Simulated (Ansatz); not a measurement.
## Na under a change: pressure 22.5 GPa

Consider Na in the bcc (W type) structure (space group Im-3m, No. 229; a = 4.171 Å).

Modification: cell and atoms relaxed at a pressure of 22.5 GPa.

The values are results of PBEsol (Ansatz, a program for electronic structure), spin-orbit coupling left out, not measurements. Settings: 16×16×16 k-points, 0.05 eV Fermi–Dirac smearing.

| quantity | base | changed | shift |
|---|---|---|---|
| volume per atom | 36.28 Å³ | 17.49 Å³ | -18.79 Å³ |
| lattice parameter a | 4.171 Å | 3.270 Å | -0.901 Å |
| shortest interatomic distance | 3.612 Å | 2.832 Å | -0.780 Å |
| band gap | zero | zero | – |

Final structure:

```
CELL_PARAMETERS angstrom
     -1.63507     1.63507     1.63507
      1.63507    -1.63507     1.63507
      1.63507     1.63507    -1.63507
ATOMIC_POSITIONS crystal
  Na 0.00000 0.00000 0.00000
```

Load acts through the strain it causes; cell and atoms are relaxed under it. Whether these cells are dynamically stable was not tested. No other phases were tried under pressure.
